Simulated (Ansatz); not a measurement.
# GaP, element substitutions

Consider GaP in the zinc blende structure (space group F-43m, No. 216; a = 5.452 Å).

Each row replaces one element on all its sites; cell and atoms are relaxed.

Level of theory: Kohn–Sham DFT with the r2SCAN functional, run in Ansatz (an electronic-structure program) with PAW and 500 eV plane waves, no SOC, earlier PAW set.

| case | band gap | lattice parameter a |
|---|---|---|
| base | 1.85 eV | 545.2 pm |
| P → C | zero | 465.2 pm |
| Ga → B | 1.41 eV | 453.6 pm |
| P → As | 0.97 eV | 566.6 pm |

Whether these cells are dynamically stable was not tested. As relaxed here, GaC is a hypothetical phase, not in the database extracts checked. All final runs are without spin polarisation. An odd electron count without spin: GaC.
